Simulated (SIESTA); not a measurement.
Band structure of Al (Fm-3m, 1 atom in the cell).

```
Al
1.0
    0.00000     2.00272     2.00272
    2.00272     0.00000     2.00272
    2.00272     2.00272     0.00000
Al
1
Direct
  0.00000   0.00000   0.00000
```

Method of the run: SIESTA with GGA PBE, numerical atomic orbitals DZP, PseudoDojo PBE standard norm-conserving potentials (rewritten from UPF to PSML).

Settings: XC.functional = GGA; XC.authors = PBE; potentials = PseudoDojo PBE standard; PAO.BasisSize = DZP; PAO.EnergyShift = 0.01 Ry; MeshCutoff = 400 Ry; kgrid.MonkhorstPack = 14 14 14; OccupationFunction = FD; ElectronicTemperature = 1160.45 K; MaxSCFIterations = 150; SCF.Mixer.Method = Pulay; SCF.Mixer.Weight = 0.25; SCF.Mixer.History = 6; SCF.DM.Tolerance = 1.0E-05.

The starting cell has typed, rounded lattice constants, without a prior relaxation at this level. Its lattice was rescaled by a random factor within 2.5 % of one. Values carry the incompleteness of an atom-centred basis.

Levels in eV from the Fermi level, bands 1 to 4:
```csv
point,1,2,3,4
Γ,-11.32,12.90,12.90,12.90
X,-3.01,-1.59,5.26,5.75
W,-0.88,-0.88,0.12,1.41
K,-1.95,-1.41,-0.29,6.74
L,-4.72,-4.27,11.75,11.75
U,-1.95,-1.41,-0.29,6.74
```

Bands cross the Fermi level along this path, so the cell is metallic at this level.

Higher empty bands are left out: an atom-centred basis made for the valence describes them poorly.
